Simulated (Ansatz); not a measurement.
The starting structures come from a database of crystals and need not be the phases stable at ambient conditions.

Consider the following.

```yaml
crystal:
  lattice:
    - [4.07117, -0.00418, 0.00000]
    - [-0.09956, 12.19693, 0.00000]
    - [0.00000, 0.00000, 9.70845]
  atoms:
    - { symbol: As, position: [0.91078, 0.26089, 0.19427] }
    - { symbol: As, position: [0.08922, 0.73911, 0.80573] }
    - { symbol: As, position: [0.58922, 0.23911, 0.69427] }
    - { symbol: As, position: [0.41078, 0.76089, 0.30573] }
    - { symbol: As, position: [0.39936, 0.48782, 0.32935] }
    - { symbol: As, position: [0.60064, 0.51218, 0.67065] }
    - { symbol: As, position: [0.10064, 0.01218, 0.82935] }
    - { symbol: As, position: [0.89936, 0.98782, 0.17065] }
    - { symbol: Se, position: [0.52215, 0.40010, 0.11308] }
    - { symbol: Se, position: [0.47785, 0.59990, 0.88692] }
    - { symbol: Se, position: [0.97785, 0.09990, 0.61308] }
    - { symbol: Se, position: [0.02215, 0.90010, 0.38692] }
    - { symbol: Se, position: [0.01815, 0.34407, 0.41786] }
    - { symbol: Se, position: [0.98185, 0.65593, 0.58214] }
    - { symbol: Se, position: [0.48185, 0.15593, 0.91786] }
    - { symbol: Se, position: [0.51815, 0.84407, 0.08214] }
    - { symbol: Se, position: [0.54669, 0.11863, 0.29986] }
    - { symbol: Se, position: [0.45331, 0.88137, 0.70014] }
    - { symbol: Se, position: [0.95331, 0.38137, 0.79986] }
    - { symbol: Se, position: [0.04669, 0.61863, 0.20014] }
```

Space group of this cell: P2_1/c. The cell was relaxed by PBE-D3(BJ); by r2SCAN its mean pressure is 1.0 GPa.

Transport runs along the normal of the first two printed cell vectors.

The gap is the functional's own, uncorrected, and κ follows it; spin-orbit coupling is left out. Mid-gap values are interpolated between the computed energies.

Q: Estimate the band gap and the smallest decay constant κ at mid-gap that Ansatz (a program for electronic structure) with r2SCAN returns for this system.

A: Gap 1.12 eV on a 8×4×4 mesh; κ = 0.167 1/Å, at (0.250, 0.250) of the in-plane reciprocal vectors. At the zone centre, at the nearest computed energy, the slowest state has κ = 0.21 1/Å.
